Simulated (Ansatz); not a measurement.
A calculation on AlB2-type ZrB₂ returned lattice constant a 3.153 Å, lattice parameter c 3.497 Å, equilibrium volume per atom 10.03 Å³/atom.

For reference: lattice constant a 3.17 Å (measured, room temperature, no zero-point or thermal correction; as tabulated in Zhang et al. (2020), arXiv:1911.03307); lattice parameter c 3.532 Å (measured, room temperature, no zero-point or thermal correction; as tabulated in Zhang et al. (2020), arXiv:1911.03307).

Task: Which level of theory produced these numbers?
A) PBE (Ansatz (a quantum-chemistry and plane-wave program))
B) LDA (Ansatz)
C) PBE-D4 (Ansatz)
D) rVV10 (Ansatz)

Result: C, PBE-D4 (Ansatz)

The others give: PBE 3.171 Å, 3.542 Å, 10.28 Å³/atom; LDA 3.133 Å, 3.488 Å, 9.88 Å³/atom; rVV10 3.173 Å, 3.568 Å, 10.37 Å³/atom.

Unless a cell is named, each level is at its own relaxed cell (LDA 9.88, PBE 10.28, PBE-D4 10.03, rVV10 10.37 Å³/atom).

Ansatz's density-functional and Hartree–Fock values are scalar-relativistic unless marked +SOC, with PAW data made under PBE.
